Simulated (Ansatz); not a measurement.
What uniaxial stress, 8 GPa compression along z does to HfSi2

Base system: HfSi2 (space group Cmcm, No. 63; a = 3.650 Å, b = 14.350 Å, c = 3.635 Å). Axes: x, y, z lie along a, b, c of the conventional cell.

Perturbation: uniaxial stress, 8 GPa compression along z, with the cell and atoms free to relax against it.

Method: plane-wave PAW DFT at the PBEsol level (Ansatz, a program for electronic structure, 420 eV), without spin-orbit coupling. Γ-centred 13×13×13 mesh, Fermi–Dirac width 0.05 eV.

```json
[
 {"quantity": "volume per atom", "base": "15.87 Å³", "changed": "15.67 Å³", "shift": "-0.20 Å³"},
 {"quantity": "space group", "base": "Cmcm (No. 63)", "changed": "Cmcm (No. 63)", "shift": "–"},
 {"quantity": "shortest interatomic distance", "base": "2.412 Å", "changed": "2.385 Å", "shift": "-0.027 Å"},
 {"quantity": "energy relative to the base (free energy F)", "base": "0 meV/atom", "changed": "+13 meV/atom", "shift": "+13 meV/atom"},
 {"quantity": "band gap", "base": "zero", "changed": "zero", "shift": "–"},
 {"quantity": "strain response (xx, yy, zz) (rough)", "base": "–", "changed": "(+1.24, +0.82, −3.27) %", "shift": "–"}
]
```

Without a gap, meshes like the base's 13×13×13 leave anisotropic stresses uncertain by several tenths of a GPa, and small strain energies with them. Beyond what the load breaks, stability against distortions was not tested. The final runs are not spin-polarised.
